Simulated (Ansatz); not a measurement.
Fluorite CoSi2, treated with PBE in Ansatz (plane waves, PAW).

Input:

Ansatz 0.2 input:
```yaml
crystal:
  lattice:
    - [0.0, 2.6619574993, 2.6619574993]
    - [2.6619574993, 0.0, 2.6619574993]
    - [2.6619574993, 2.6619574993, 0.0]
  atoms:
    - { symbol: Co, position: [0.0, 0.0, 0.0] }
    - { symbol: Si, position: [0.25, 0.25, 0.25] }
    - { symbol: Si, position: [0.75, 0.75, 0.75] }
basis:
  ecutwfc: 520
  ecutrho_ratio: 4
  xc_grid: 2
kpoints:
  mp_grid: { grid: [18, 18, 18] }
hamiltonian:
  xc: pbe
  dispersion: none
  pseudopotentials: { kind: paw }
scf:
  occupations: { method: fermi_dirac, width: 0.05 }
  convergence: { dr2_threshold: 0.0000000003 }
output:
  forces: true
  stress: true
  eigenvalues: true
```

Output (set-up and result lines):

```
Crystal: 3 atoms, lattice volume = 37.725 Å³
Basis set: ecut = 520 eV, 965 PW (Γ), exchange–correlation on 60×60×60 points (8 copies of the dense FFT grid, shifted against one another)
Bands: 17, of which v1, the nominal top of the filled ones, is band 13 counted from 1 (12 counted from 0)
Symmetry: 48 space group operations
Space group: Fm-3m (ITA 225), of the structure as read, at distance tolerance 3.4e-5 Å
k-points: 195 of 5832
Functional: x = pbe(κ = 0.804, μ = 0.2195149727645171), c = pbe(β = 0.06672455060314922)
SCF iter   1: F=—  HF=-6399.174314 eV  |F-HF|=—  |Δ(HF+E_count)|=         —  Δρ=7.34e-3  dr2=1.88e-2
SCF iter   2: F=—  HF=-6399.173240 eV  |F-HF|=—  |Δ(HF+E_count)|=   1.07e-3  Δρ=3.52e-3  dr2=5.52e-3
  ...
SCF iter   8: F=—  HF=-6399.173095 eV  |F-HF|=—  |Δ(HF+E_count)|=   5.25e-8  Δρ=3.30e-6  dr2=2.35e-9
SCF iter   9: F=-6399.173095 eV  HF=-6399.173095 eV  |F-HF|=3.91e-11  |Δ(HF+E_count)|=  3.32e-10  Δρ=6.11e-7  dr2=6.27e-11
SCF 1 converged in 9 iterations: F = -6399.173095 eV  dr2 = 6.27e-11
SCF converged after 9 iterations
Free energy (F): -6399.173095 eV
Internal energy: -6399.164696 eV  (E = F + TS)
E sigma→0 (E₀):  -6399.168895 eV
Fermi energy:    13.169337 eV
--- Forces (eV/Å), atoms counted from 1 ---
  atom   1  Co    -0.00000000     0.00000000     0.00000000
  atom   2  Si     0.00000000    -0.00000000     0.00000000
  atom   3  Si    -0.00000000     0.00000000     0.00000000
--- Stress (GPa, compression-positive) ---
        3.789156      -0.000000      -0.000000
       -0.000000       3.789156      -0.000000
       -0.000000      -0.000000       3.789156
  P = ⅓ Tr σ = 3.7892 GPa (37.892 kbar)
```

The cell is one volume of an energy–volume scan, off the minimum.

Ansatz is a first-principles code.
